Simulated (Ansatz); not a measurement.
Terminations of the (100) surface of fcc Cu, measured from the surface 'clean 1x1'. Atoms come from or go to: Cl: ½ Cl2(g), Cu: fcc Cu, Ge: germanium, Mo: bcc Mo, Se: trigonal Se. ΔE is the energy of forming the row's surface from that one (negative: more stable at these reservoirs); the vacuum level's shift is aligned on the shared bottom. No zero-point or thermal terms. These are constructed structures in small cells; real faces may alloy, dewet or reconstruct in larger ones, and not all known structures of the face are among them. Slabs of about 9 Å with all that they carry, Fermi-Dirac smearing of 0.1 eV. Bottom of the slabs: a bare face, its two planes held. Relaxed from the named starts with such symmetry as they have, on meshes of like density; energies extrapolated to zero smearing; no spin-orbit coupling, no U. Spin-polarised runs, if any, are marked in brackets, and their order is one that fits the cell; the others ran without spin. A dash marks a value that is undefined for that row (no clear gap, or no work function of a gapped slab) or was not read reliably on its mesh.

Computed with PBE (plane waves to 420 eV, PAW; Ansatz, a first-principles code).

| surface | atoms added per 1x1 | ΔE per 1x1 (eV) | shift of the vacuum level (eV) | work function (eV) |
|---|---|---|---|---|
| a pseudomorphic layer of Ge in the host's stacking | +1 Ge | ? | -0.22 | 4.33 |
| c(2x2) layer of Cl, one a cell, on the site that continues the host's stacking | +0.5 Cl | ? | 0.73 | 5.29 |
| c(2x2) layer of Se, one a cell, on the site that continues the host's stacking | +0.5 Se | ? | 0.55 | 5.10 |
| a layer of Mo in place of the second plane | -1 Cu, +1 Mo | ? | -0.40 | 4.21 |

**Question.** What belongs in the gaps?

**Answer.** 
- a pseudomorphic layer of Ge in the host's stacking, ΔE per 1x1 (eV): -0.19
- c(2x2) layer of Cl, one a cell, on the site that continues the host's stacking, ΔE per 1x1 (eV): -0.91
- c(2x2) layer of Se, one a cell, on the site that continues the host's stacking, ΔE per 1x1 (eV): -0.61
- a layer of Mo in place of the second plane, ΔE per 1x1 (eV): 0.63
